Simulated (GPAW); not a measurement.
A self-consistent single point of Li2PrGe (P6_3/mmc, 8 atoms in the cell) with GPAW.

Level of theory: LDA (Perdew-Wang 92), GPAW PAW datasets LDA (gpaw-data 1.0.1) (plane waves; GPAW).

The change in words: lattice scaled by 0.98. Reference geometry:
```
Li2PrGe
1.0
    4.47859     0.00000     0.00000
   -2.23930     3.87857     0.00000
    0.00000     0.00000     9.81855
Li Pr Ge
4 2 2
Direct
  0.66667   0.33333   0.43566
  0.33333   0.66667   0.56434
  0.33333   0.66667   0.93566
  0.66667   0.33333   0.06434
  0.66667   0.33333   0.75000
  0.33333   0.66667   0.25000
  0.00000   0.00000   0.50000
  0.00000   0.00000   0.00000
```
Moments meant for the start (each program seeds them in its own way; μB, in the order of the atoms Li Li Li Li Pr Pr Ge Ge): 0.0 0.0 0.0 0.0 2.0 2.0 0.0 0.0.

Reference input (self-consistent single point, DFT LDA (Perdew-Wang 92), plane waves, GPAW PAW datasets LDA (gpaw-data 1.0.1)): spinpol = true; mode = pw; ecut = 800 eV; xc = LDA; kpts = 6 6 3; mesh shift (steps) = 0 0 0; occupations.name = methfessel-paxton; occupations.width = 0.272 eV; occupations.order = 0; nbands = -16; convergence.forces = 0.001 eV/Å; symmetry.symmorphic = false. This run's input differs from it in these lines:

```diff
@@ -5,5 +5,5 @@
 atoms = Atoms(['Li', 'Li', 'Li', 'Li', 'Pr', 'Pr', 'Ge', 'Ge'],
-              cell=[[4.478591, 0.000000, 0.000000],
-                    [-2.239296, 3.878573, 0.000000],
-                    [0.000000, 0.000000, 9.818555]],
+              cell=[[4.389019, 0.000000, 0.000000],
+                    [-2.194510, 3.801002, 0.000000],
+                    [0.000000, 0.000000, 9.622184]],
               scaled_positions=[[0.666667, 0.333333, 0.435660],
```

Log, with long lists cut:

```
     iter     time        total  log10-change:         magmom
                         energy   eigst   dens  force
iter:   1 --:--:--   -63.044593                          +4.0157
iter:   2 --:--:--   -51.200195   -0.61  -0.76           +1.4560
iter:   3 --:--:--   -38.360808   +0.82  -0.81           +0.1510
iter:   4 --:--:--   -35.822622   -0.20  -0.66           +0.6030
iter:   5 --:--:--   -60.749113   -0.06  -0.97           +0.4490
   [... 11 lines left out ...]
iter:  17 --:--:--   -31.071044   -2.58  -2.19           +0.0237
iter:  18 --:--:--   -31.106341   -2.90  -2.27           +0.0173
   [... lines left out ...]
iter: 100 --:--:--   -31.130317c  -7.35  -3.53           -0.0928

Did not converge!

Here are some tips:

1) Make sure the geometry and spin-state is physically sound.
2) Use less aggressive density mixing.
3) Solve the eigenvalue problem more accurately at each scf-step.
4) Use a smoother distribution function for the occupation numbers.
5) Try adding more empty states.
6) Use enough k-points.
7) Don't let your structure optimization algorithm take too large steps.
8) Solve the Poisson equation more accurately.
9) Better initial guess for the wave functions.

See details here:

    https://gpaw.readthedocs.io/documentation/convergence.html
Traceback (most recent call last):
   [... frames left out ...]
gpaw.KohnShamConvergenceError: Did not converge!  See text output for help.
```

The run ended unconverged after 100 iterations. 

The starting cell comes from a database of computed structures (which also holds hypothetical and non-ambient phases and stackings), without a prior relaxation at this level. Its lattice was rescaled by a random factor within 2.5 % of one. For this run, on top of that: lattice scaled by 0.98.

Cost on one core of a shared machine: roughly 8 min.
